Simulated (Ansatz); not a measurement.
Data:

```xyz
2
Lattice="-0.0033 2.8598 2.9156 2.7956 0.0683 2.8441 2.8156 2.8082 0.0483" Properties=species:S:1:pos:R:3 pbc="T T T"
Se     4.2272     4.2980     4.3592
Zn    -0.0212     0.0042    -0.0032
```

A single point on ZnSe with a change (strain tensor (xx, yy, zz, yz, xz, xy) = (−0.91, −1.17, +0.80, +2.12, −0.41, +0.30) %), its geometry relaxed with r2SCAN.

The values are results of HSE06 (Ansatz, a first-principles code; PAW; 420 eV plane waves; noncollinear with spin-orbit coupling), earlier PAW set, not measurements. k-mesh 6×6×6 (Γ-centred); smearing 0.01 eV (Fermi–Dirac).

Q: What is the computed band gap?

A: 2.21 eV.

Q: Estimate the valence-band top at Γ (three highest Kramers pairs, from the VBM).

A: 0.00, -0.16, -0.56 eV.

Single points use the geometry relaxed with r2SCAN. Stability against distortions was not tested. The cell was made from ZnSe in the zinc blende structure (space group F-43m, No. 216) by this change: strain tensor (xx, yy, zz, yz, xz, xy) = (−0.91, −1.17, +0.80, +2.12, −0.41, +0.30) %.
